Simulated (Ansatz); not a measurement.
Worked example: self-consistent single point of HfSi (P6/mmm, 6 atoms in the cell) in Ansatz (a quantum-chemistry and plane-wave program).

Method of the run: LDA (PW92), default PAW files made with PBE (plane waves; Ansatz).

```
HfSi
1.0
    6.14492     0.00000     0.00000
   -3.07246     5.32166     0.00000
    0.00000     0.00000     4.95843
Hf Si
3 3
Direct
  0.50000   0.00000   0.00000
  0.50000   0.50000   0.00000
  0.00000   0.50000   0.00000
  0.00000   0.00000   0.00000
  0.33333   0.66667   0.50000
  0.66667   0.33333   0.50000
```

Reference input (self-consistent single point, DFT, LDA (PW92), plane waves, default PAW files made with PBE): basis.ecutwfc = 30.9 Ry; kpoints.mp_grid.grid = 5 5 6; hamiltonian.xc = lda; hamiltonian.pseudopotentials = {kind: paw} (the program's default PAW files); scf.occupations.method = methfessel_paxton; scf.occupations.width = 0.0147 Ry. This run's input differs from it in these lines:

Ansatz 0.2 input:
```diff
@@ -13,3 +13,3 @@
 basis:
-  ecutwfc: 30.9 Ry
+  ecutwfc: 21.7 Ry
 kpoints:
```

Log, with long lists cut:

```
SCF iter   1: F=—  HF=-48253.693092 eV  |F-HF|=—  |Δ(HF+E_count)|=         —  Δρ=4.87e-3  dr2=3.57e-2  ethr=1.77e-3  ⟨swp⟩=5.4  Hψ=3484  notcnv=0
all-band conjugate gradients solve this SCF's bands
preconditioner: auto → LDOS
SCF iter   2: F=—  HF=-48253.682346 eV  |F-HF|=—  |Δ(HF+E_count)|=   1.07e-2  S|Δr|=    0.00e0  Δρ=6.08e-3  dr2=6.72e-2  ethr=3.97e-5  ⟨swp⟩=2.0  Hψ=2170  notcnv=0
   [... lines left out ...]
SCF iter   5: F=—  HF=-48253.630086 eV  |F-HF|=—  |Δ(HF+E_count)|=   2.83e-5  S|Δr|=    0.00e0  Δρ=9.09e-5  dr2=8.62e-6  ethr=3.69e-7  ⟨swp⟩=2.8  Hψ=1947  notcnv=0
SCF iter   6: F=—  HF=-48253.630095 eV  |F-HF|=—  |Δ(HF+E_count)|=   9.19e-6  S|Δr|=    0.00e0  Δρ=1.26e-5  dr2=1.51e-7  ethr=9.57e-9  ⟨swp⟩=2.0  Hψ=1772  notcnv=0
SCF iter   7: F=-48253.630095 eV  HF=-48253.630095 eV  |F-HF|=4.66e-10  |Δ(HF+E_count)|=   5.64e-8  S|Δr|=    0.00e0  Δρ=1.72e-6  dr2=4.10e-9  ethr=1.11e-10  ⟨swp⟩=9.2  Hψ=3946  notcnv=0
SCF 1 converged in 7 iterations: F = -48253.630095 eV  dr2 = 4.10e-9
Stability not checked (fill_not_monotonic)
Free energy (F): -48253.630095 eV
Internal energy: -48253.624350 eV  (E = F + TS)
E sigma→0 (E₀):  -48253.628659 eV
Entropy (-TS):   -0.005745 eV (-0.957 meV/atom)
Fermi energy:    9.257634 eV
--- Forces (eV/Å), atoms counted from 1 ---
  atom   1  Hf    -0.00000000     0.00000000     0.00000000
   [... zero for the other atoms too ...]
--- Stress (GPa, compression-positive) ---
      -16.816450      -0.000000      -0.000000
       -0.000000     -16.816450      -0.000000
       -0.000000      -0.000000     -19.642289
  P = ⅓ Tr σ = -17.7584 GPa (-177.584 kbar)
  The stress holds the Pulay correction. Without it, at fixed plane waves, as pw.x and ABINIT print it: P = -21.8281 GPa
```

The run converged in 7 iterations. Against the reference run the free energy goes up by 69.8 meV/atom and the pressure moves little (-17.74 to -17.76 GPa).

The starting cell was generated: these elements placed on a structure prototype, without a prior relaxation; it need not be a known phase or ordering of this composition. Spin-orbit coupling is off. Ansatz's pressure includes its estimate of the finite-basis (Pulay) stress. Without the estimate this run gives -21.83 GPa. The cutoff lies below the one recommended for these files.
